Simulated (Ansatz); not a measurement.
The reference is SiC (space group P6_3mc, No. 186).

```
SiC
1.0
    3.09415     0.00000     0.00000
   -1.54707     2.67961     0.00000
    0.00000     0.00000    10.12926
Si C
4 4
Direct
  0.00000   0.00000   0.50031
  0.00000   0.00000   0.00031
  0.33333   0.66667   0.25025
  0.66667   0.33333   0.75025
  0.00000   0.00000   0.31285
  0.00000   0.00000   0.81285
  0.33333   0.66667   0.06221
  0.66667   0.33333   0.56221
```

The values are results of DFT with PBE, PAW potentials and a 420 eV plane-wave cutoff in Ansatz (a first-principles code), no spin-orbit coupling, not measurements.

Strains are applied to the cell and any free atomic positions relax.

One change was made to it. Results:

| quantity | base | after |
|---|---|---|
| pressure (mean of the normal stresses, compression positive) | 0.00 GPa | 16.62 GPa |
| gap character | indirect, Γ → M | indirect, Γ → M |
| energy relative to the base (free energy F) | 0 meV/atom | +34 meV/atom |
| mean gap deformation potential ΔEg/Δln V | – | -0.1 eV |

Problem. What was done to the base?
A) isotropic strain −2.25 %
B) isotropic strain −0.75 %
C) isotropic strain −3.00 %
D) isotropic strain −1.50 %

Solution. A, isotropic strain −2.25 %. For comparison, the energy relative to the base in the other runs: isotropic strain −3.00 % gives +62 meV/atom; isotropic strain −0.75 % gives +3.6 meV/atom; isotropic strain −1.50 % gives +15 meV/atom.

Stability against distortions was not tested.
